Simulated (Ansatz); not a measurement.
Data:

End structure of the (102) surface of tetragonal WSi2 in its 1x1 cell (cut with top plane W, bottom plane W), outermost plane spacing 0.42 Å in the ideal cut (one of several cuts of this face), with 1 W a cell over the bulk's ratio:

```yaml
crystal:
  lattice:
    - [3.22917, 0.00000, 0.00000]
    - [0.00000, 10.17893, 0.00000]
    - [0.00000, 0.00000, 26.00000]
  atoms:
    - { symbol: W, position: [0.50000, 0.39215, 0.31447] }
    - { symbol: Si, position: [0.00000, 0.19703, 0.32240] }
    - { symbol: Si, position: [0.50000, 0.98675, 0.34106] }
    - { symbol: W, position: [0.00000, 0.79707, 0.36062] }
    - { symbol: Si, position: [0.50000, 0.59697, 0.36725] }
    - { symbol: Si, position: [0.00000, 0.40125, 0.38665] }
    - { symbol: W, position: [0.50000, 0.19308, 0.40269] }
    - { symbol: Si, position: [0.00000, 0.99407, 0.41945] }
    - { symbol: Si, position: [0.50000, 0.79468, 0.43644] }
    - { symbol: W, position: [0.00000, 0.59479, 0.45303] }
    - { symbol: Si, position: [0.50000, 0.39620, 0.46771] }
    - { symbol: Si, position: [0.00000, 0.19578, 0.48335] }
    - { symbol: W, position: [0.50000, 0.99679, 0.50000] }
    - { symbol: Si, position: [0.00000, 0.79781, 0.51665] }
    - { symbol: Si, position: [0.50000, 0.59738, 0.53229] }
    - { symbol: W, position: [0.00000, 0.39880, 0.54697] }
    - { symbol: Si, position: [0.50000, 0.19890, 0.56356] }
    - { symbol: Si, position: [0.00000, 0.99951, 0.58055] }
    - { symbol: W, position: [0.50000, 0.80051, 0.59731] }
    - { symbol: Si, position: [0.00000, 0.59234, 0.61335] }
    - { symbol: Si, position: [0.50000, 0.39662, 0.63275] }
    - { symbol: W, position: [0.00000, 0.19651, 0.63938] }
    - { symbol: Si, position: [0.50000, 0.00683, 0.65894] }
    - { symbol: Si, position: [0.00000, 0.79656, 0.67760] }
    - { symbol: W, position: [0.50000, 0.60143, 0.68553] }
```

Model: 25-atom slab, Si16W9, 10.0 Å thick at the start (thin: gaps and levels are the slab's own), 12x4x1 mesh, Fermi-Dirac 0.1 eV, dipole correction, all atoms relaxed; start symmetry kept, larger cells not searched; no spin, no spin-orbit, no U.

**Question.** Predict the work function of the top face from PBE run with Ansatz (a program for electronic structure).

**Answer.** 4.15 eV
